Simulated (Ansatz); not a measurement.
## Lattice parameter a of Ge₂Sb₂Te₅ (model structure, started from the Ge2Sb2Te5-Kooi type, P-3m1, No. 164, 9 atoms in the cell) at several levels of theory

No measured value is used here.

| level (code) | value (Å) |
|---|---|
| PBE (Ansatz) | 4.295 |
| PBEsol (Ansatz) | 4.225 |
| PBE-D3(BJ) (Ansatz) | 4.233 |

PBE-D3(BJ): a distance lies near a switch of the dispersion term, which can move the cell. Ansatz's density-functional and Hartree–Fock values are scalar-relativistic unless marked +SOC, with PAW data made under PBE.

A model structure was made by putting elements into a prototype or built by hand; it is no filed structure, need not be a known phase, and can be a saddle point held by its symmetry.

Ansatz is a first-principles code.
